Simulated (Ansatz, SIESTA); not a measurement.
## Fe3Rh (Fm-3m, 4 atoms in the cell) computed with different codes at matched settings

Relaxation of cell and atoms.

```
Fe3Rh
1.0
    0.00000     2.95649     2.95649
    2.95649     0.00000     2.95649
    2.95649     2.95649     0.00000
Fe Rh
3 1
Direct
  0.75000   0.75000   0.75000
  0.25000   0.25000   0.25000
  0.00000   0.00000   0.00000
  0.50000   0.50000   0.50000
```
Moments meant for the start (each program seeds them in its own way; μB, in the order of the atoms Fe Fe Fe Rh): 4.0 4.0 4.0 1.0.

Shared settings, as Ansatz (an electronic-structure program) writes them: kpoints.mp_grid.grid = 8 8 8; scf.occupations.method = gaussian; scf.occupations.width = 0.272 eV. Potentials and cutoffs stand in the table.

```json
[
 {"code": "Ansatz", "model": "PBEsol, PAW files made with PBE", "final volume (Å³/atom)": "12.12", "size of the net moment (μB/atom)": "2.22", "cutoff": "default"},
 {"code": "SIESTA", "model": "GGA PBEsol, numerical atomic orbitals DZP, PseudoDojo PBEsol standard norm-conserving potentials (rewritten from UPF to PSML)", "final volume (Å³/atom)": "12.11", "size of the net moment (μB/atom)": "2.27", "cutoff": "grid 350 Ry"}
]
```

On Ansatz's run: the magnetic order is the one reached from the typed start; others were not searched systematically.

The spread over the programs that give each value: final volume within 0.01 Å³/atom; size of the net moment within 0.05 μB/atom.

SIESTA uses small atom-centred bases, whose incompleteness enters pressures, forces and empty levels differently from a plane-wave cutoff. The programs treat the finite-basis stress differently while the cell relaxes: Ansatz adds an estimate of it.

The starting cell comes from a database of computed structures (which also holds hypothetical and non-ambient phases and stackings), without a prior relaxation at this level. Its lattice was rescaled by a random factor within 2.5 % of one.

Keys are those of Ansatz 0.2.
